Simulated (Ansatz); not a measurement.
The reference is Na in the bcc (W type) structure (space group Im-3m, No. 229; a = 4.2223 Å).

Structures relaxed with r2SCAN in Ansatz (plane waves to 500 eV, PAW, without spin-orbit coupling), earlier PAW set.

Base:

Simulated powder pattern, Mo Kα, λ = 0.71073 Å (kinematic, ideal powder, no thermal factors, no anomalous dispersion; the 14 strongest lines at most, above 2 %, up to 2θ = 40°):

| 2θ (°) | I/Imax (%) | hkl |
|---|---|---|
| 13.67 | 100 | (110) |
| 19.38 | 19 | (200) |
| 23.79 | 41 | (211) |
| 27.54 | 12 | (220) |
| 30.87 | 16 | (310) |
| 33.90 | 3.7 | (222) |
| 36.71 | 16 | (321) |

The change: every Na is replaced by K; the structure is relaxed again.

Problem. How do the reflections move or split?

Solution. 
Simulated powder pattern, Mo Kα, λ = 0.71073 Å (kinematic, ideal powder, no thermal factors, no anomalous dispersion; the 14 strongest lines at most, above 2 %, up to 2θ = 40°):

```tsv
2θ (°)	I/Imax (%)	hkl
10.79	100	(110)
15.29	20	(200)
18.75	43	(211)
21.68	14	(220)
24.28	19	(310)
26.64	4.6	(222)
28.81	21	(321)
30.85	2.1	(400)
32.77	10	(330)
34.60	5.5	(420)
36.35	4.7	(332)
38.02	4.0	(422)
39.64	10	(510)
```

The indices refer to each structure's own conventional cell; one index is shown for lines that coincide.

Whether these cells are dynamically stable was not tested.

Ansatz is an electronic-structure program.
